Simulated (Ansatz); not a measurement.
The starting structures come from a database of crystals and need not be the phases stable at ambient conditions.

By PBEsol, the system below comes out a metal.

A figure of merit of an interconnect metal is its ballistic conductance per area.

Given:

```
CELL_PARAMETERS angstrom
      4.27269     0.00000     0.00000
      0.00000     9.53804     0.00000
      0.00000     4.76902     2.75339
ATOMIC_POSITIONS crystal
  Cu 0.25000 0.84423 0.00000
  Cu 0.75000 0.15577 0.00000
  Cu 0.75000 0.68846 0.46731
  Cu 0.25000 0.31154 0.53269
  Cu 0.25000 0.84423 0.46731
  Cu 0.75000 0.15577 0.53269
  Sn 0.75000 0.66667 0.00000
  Sn 0.25000 0.33333 0.00000
```

Space group of this cell: P6_3/mmc. The cell is taken as given; by PBEsol its mean pressure is -1.8 GPa.

The current flows along the normal of the first two printed cell vectors, the (110) plane of the conventional cell. No spin-orbit coupling; the value is a mean over 0.1 eV about the Fermi level.

Compute, with PBEsol in Ansatz (a program for electronic structure), the ballistic conductance per area.

0.77 × 10¹⁵ S/m² for both spins.
